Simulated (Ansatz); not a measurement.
NbP, pressure series

The reference is NbP (space group I4_1md, No. 109; a = 3.347 Å, c = 11.427 Å).

Cell and atoms are relaxed at each pressure.

All numbers come from DFT with PBE, PAW potentials and a 420 eV plane-wave cutoff in Ansatz (an electronic-structure program), no SOC.

| P (GPa) | V (Å³/atom) |
|---|---|
| 2.99 | 15.755 |
| 6.99 | 15.453 |
| 15.00 | 14.925 |
| 30.00 | 14.128 |
| 49.99 | 13.310 |
| 74.99 | 12.523 |
| 100.00 | 11.899 |

Task: Fit a third-order Birch–Murnaghan equation of state.

Result: Least squares on P(V) = (3B₀/2)[(V₀/V)^(7/3) − (V₀/V)^(5/3)]·[1 + (3/4)(B₀′ − 4)((V₀/V)^(2/3) − 1)] gives V₀ = 15.99 Å³/atom, B₀ = 190 GPa and B₀′ = 3.9.

Load acts through the strain it causes; cell and atoms are relaxed under it. No phonon test of stability was made. No other phases were tried under pressure. The final runs are not spin-polarised.
